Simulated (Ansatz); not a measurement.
The reference is Se (space group P3_121, No. 152; a = 4.039 Å, c = 5.120 Å; made of chains). Axes: x lies along a and z along c of the hexagonal cell.

The change: uniaxial stress, 0.5 GPa compression along z; all other stress components relax to zero.

Levels (all Ansatz, an electronic-structure program, PAW, earlier PAW set): PBEsol (420 eV, no SOC); r2SCAN (500 eV, spin-orbit coupling left out); HSE06 (420 eV, without spin-orbit coupling); PBEsol+SOC (420 eV, with spin-orbit coupling); HSE06+SOC (420 eV, spin-orbit coupling included).

At the geometry relaxed with PBEsol, these levels gave the following band gaps, in shuffled order: (a) 1.18 eV, (b) 0.47 eV, (c) 0.74 eV, (d) 1.12 eV, (e) 0.40 eV.

Question: Match each gap to its level.

Answer: (a) HSE06; (b) PBEsol; (c) r2SCAN; (d) HSE06+SOC; (e) PBEsol+SOC.

Single points use the geometry relaxed with PBEsol. The hybrid gap comes from the SCF mesh plus the semilocal run's edge points and a few special points and is an upper bound. The spin-orbit shifts are approximate. Load acts through the strain it causes; cell and atoms are relaxed under it. Beyond what the load breaks, stability against distortions was not tested. No dispersion term is included in the PBEsol runs.
